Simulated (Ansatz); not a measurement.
Bond-angle distributions (per cent of the angles at each element, bins of 10°) of a relaxed model of amorphous Si12B24N40 at 2.10 g/cm³. These are PBE, scalar-relativistic without spin-orbit coupling (plane waves to 420 eV, PAW; Ansatz, a program for electronic structure) values and carry that method's errors.

Preparation: random packing, a CHGNet melt and quench, and a DFT relaxation. N atoms were pushed apart under 1.9 Å during the dynamics, to hinder bonds among them. The hot cell started wider than the set density and was brought back towards it in steps. It is the lowest in DFT energy of 2 quenches. It is a model cell: composition and starting density were chosen by hand, and all elements were melted together. No dispersion term was used. Its density started from a set value of 2.10 and ended at 2.10 g/cm³. The simulated quench (nominally 760 K/ps over its main leg) is rapid and tends to freeze in more defects than a deposited or slowly cooled glass has. One small periodic cell is one sample of the glass; other quenches scatter about these values. The volume was held where the preparation left it, at a PBE pressure of 0.7 GPa. Stress components on the final sampling reach 2.8 GPa.

Bonds are counted up to Si-Si 2.60 Å, Si-B 2.28 Å, Si-N 2.10 Å, B-B 1.97 Å, B-N 1.84 Å, N-N 1.70 Å. Two cations that share two anions don't count as bonded, nor two that share one unless they lie closer than Si-Si 2.38 Å, Si-B 2.09 Å, B-B 1.80 Å.

```tsv
angle (°)	at Si	at B	at N
50-60	0	0	0
60-70	0	0	0
70-80	1	0	0
80-90	19	1	17
90-100	7	10	8
100-110	22	9	9
110-120	21	24	20
120-130	19	33	21
130-140	4	16	16
140-150	5	1	4
150-160	0	0	5
160-170	0	4	0
170-180	1	1	0
```

They go with these counts of neighbours within the cut-offs, cation contacts included: Si mean 4.0, most often 4; B mean 2.9, most often 3; N mean 3.0, most often 3.
